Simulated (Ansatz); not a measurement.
A set of related cells and their band gap.

Cell A: Si (diamond, Fd-3m), 2 atoms in the cell, k-point mesh 10×10×10 on the run's own vectors.
```cif
data_Si2
_chemical_formula_sum 'Si2'
_space_group_name_H-M_alt 'P 1'
_space_group_IT_number 1
_cell_length_a 3.86767
_cell_length_b 3.86767
_cell_length_c 3.86767
_cell_angle_alpha 60.000
_cell_angle_beta 60.000
_cell_angle_gamma 60.000
loop_
_space_group_symop_operation_xyz
  'x, y, z'
loop_
_atom_site_label
_atom_site_type_symbol
_atom_site_fract_x
_atom_site_fract_y
_atom_site_fract_z
_atom_site_occupancy
Si1 Si 0.25000 0.25000 0.25000 1
Si2 Si 0.00000 0.00000 0.00000 1
```

Cell B: SiC (3C, zinc blende, F-43m), 2 atoms in the cell, k-point mesh 14×14×14 on the run's own vectors.
```xyz
2
Lattice="0.0000 2.1898 2.1898 2.1898 0.0000 2.1898 2.1898 2.1898 0.0000" Properties=species:S:1:pos:R:3 pbc="T T T"
Si     1.0949     1.0949     1.0949
C      0.0000     0.0000     0.0000
```

Cell C: C (diamond, Fd-3m), 2 atoms in the cell, k-point mesh 16×16×16 on the run's own vectors.
```
CELL_PARAMETERS angstrom
      0.00000     1.78581     1.78581
      1.78581     0.00000     1.78581
      1.78581     1.78581     0.00000
ATOMIC_POSITIONS crystal
  C  0.00000 0.00000 0.00000
  C  0.25000 0.25000 0.25000
```

Cell D: BN (zinc blende, F-43m), 2 atoms in the cell, k-point mesh 16×16×16 on the run's own vectors.
```xyz
2
Lattice="0.0000 1.8121 1.8121 1.8121 0.0000 1.8121 1.8121 1.8121 0.0000" Properties=species:S:1:pos:R:3 pbc="T T T"
B      0.0000     0.0000     0.0000
N      2.7181     2.7181     2.7181
```

Cell E: AlN (wurtzite, P6₃mc), 4 atoms in the cell, k-point mesh 12×12×8 on the run's own vectors.
```cif
data_Al2N2
_chemical_formula_sum 'Al2 N2'
_space_group_name_H-M_alt 'P 1'
_space_group_IT_number 1
_cell_length_a 3.12976
_cell_length_b 3.12976
_cell_length_c 5.01740
_cell_angle_alpha 90.000
_cell_angle_beta 90.000
_cell_angle_gamma 120.000
loop_
_space_group_symop_operation_xyz
  'x, y, z'
loop_
_atom_site_label
_atom_site_type_symbol
_atom_site_fract_x
_atom_site_fract_y
_atom_site_fract_z
_atom_site_occupancy
Al1 Al 0.66667 0.33333 0.49924 1
Al2 Al 0.33333 0.66667 0.99924 1
N1 N 0.66667 0.33333 0.88076 1
N2 N 0.33333 0.66667 0.38076 1
```

Cell F: Ga2O3 (C2/m), 10 atoms in the cell, k-point mesh 12×6×12 on the run's own vectors.
```
Ga2O3
1.0
    0.00000     3.08324     0.00000
   -1.39771     0.00000     5.70856
    6.22799    -1.54162     0.00673
Ga O
4 6
Direct
  0.65849   0.31419   0.31698
  0.34151   0.68581   0.68302
  0.08991   0.79474   0.17981
  0.91009   0.20526   0.82019
  0.49600   0.25669   0.99200
  0.50400   0.74331   0.00800
  0.17369   0.56433   0.34738
  0.82631   0.43567   0.65262
  0.83651   0.89084   0.67301
  0.16349   0.10916   0.32699
```

Computed with Ansatz (plane waves, PAW), its PAW set soft_1, cutoff 420 eV, 500 eV for r2SCAN. The structures are at rest with PBE; other levels are single points on them. Neutral cells; Fermi-Dirac smearing of at most 0.05 eV in the solids, energies taken to zero width. The lattices are those relaxed with PBE, so at other levels the solids can be strained, which adds to the spread. The structures are the rest points that the relaxations reached, not proven lowest. Spin-orbit coupling is left out. A dispersion term ran beside these levels; it doesn't touch the electrons. Gaps are highest filled to lowest empty Kohn-Sham level on the run's k-point mesh, states of defects and surfaces included; edges off the mesh make the true gap smaller, and under 0.08 eV counts as none; a gap is called direct where the least direct separation is within 0.02 eV of it.

Q: Predict the band gap (eV) of each cell with r2SCAN.

A: 
| cell | r2SCAN |
|---|---|
| A | 0.80 (indirect) |
| B | 1.72 (indirect) |
| C | 4.34 (indirect) |
| D | 4.98 (indirect) |
| E | 4.67 (direct) |
| F | 2.66 (indirect) |

With r2SCAN the value is lowest for A and highest for D.

Q: And at the other levels?

A: 
```
system              PBE
------  ---------------
A       0.62 (indirect)
B       1.37 (indirect)
C       4.13 (indirect)
D       4.46 (indirect)
E         4.04 (direct)
F       2.02 (indirect)
```

With PBE the value is lowest for A and highest for D.

Ansatz is a first-principles code.
